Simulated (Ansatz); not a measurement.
ScOF (P4/nmm, No. 129, 6 atoms in the cell; start mp-989178)

Calculation: PBEsol (Ansatz, a first-principles code, plane waves, PAW).

Settings: plane-wave cutoff 520 eV, 10×10×8 k mesh (along the axes of the cell as run), Fermi–Dirac smearing 0.01 eV, scalar-relativistic PAW data made under PBE.

Cell (relaxed with PBEsol):

```xyz
6
Lattice="3.5775 0.0000 0.0000 0.0000 3.5775 0.0000 0.0000 0.0000 5.0944" Properties=species:S:1:pos:R:3 pbc="T T T"
Sc     1.7887     0.0000     3.6029
Sc     0.0000     1.7887     1.4915
O      0.0000     0.0000     2.5472
O      1.7887     1.7887     2.5472
F      1.7887     1.7887     0.0000
F      0.0000     0.0000     0.0000
```

```yaml
band_gap: 4.42 eV (indirect)
smallest_direct_gap_on_the_k_points_sampled: 4.56 eV
"Γ–Γ gap": 4.66 eV
```

A start named mp-… is a Materials Project structure, which need not be a measured phase.
